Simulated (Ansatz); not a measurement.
Reference: BeS (F-43m), r2SCAN with spin-orbit coupling, rigid bands (plane waves, PAW; Ansatz, a quantum-chemistry and plane-wave program); axes and stresses refer to this cell.

```
CELL_PARAMETERS angstrom
      0.00000     2.43429     2.43429
      2.43429     0.00000     2.43429
      2.43429     2.43429     0.00000
ATOMIC_POSITIONS crystal
  Be 0.00000 0.00000 0.00000
  S  0.75000 0.75000 0.75000
```

The Seebeck coefficient, n-type 1e19 cm⁻³ is -276 μV/K, the hole conductivity mass is 0.79 mₑ and the electron conductivity mass is 0.37 mₑ.

Task: After one change the values are Seebeck coefficient, n-type 1e19 cm⁻³ -228 μV/K; hole conductivity mass 0.77 mₑ; electron conductivity mass 0.38 mₑ. What was changed between the two runs?
A. uniaxial stress along [110] of 1 GPa (compression positive)
B. uniaxial stress along [110] of -2 GPa (compression positive)
C. uniaxial stress along [110] of -1 GPa (compression positive)
D. hydrostatic pressure -2 GPa

Result: B, uniaxial stress along [110] of -2 GPa (compression positive)

Masses are for dilute carriers at 300 K, harmonic means over directions unless an axis is named. Seebeck coefficients are for the stated density at 300 K, with one relaxation time for all states and whether or not that doping can be reached. Stresses and pressures are the targets of the relaxation.  The structure type is held under load, also where the real crystal would transform.
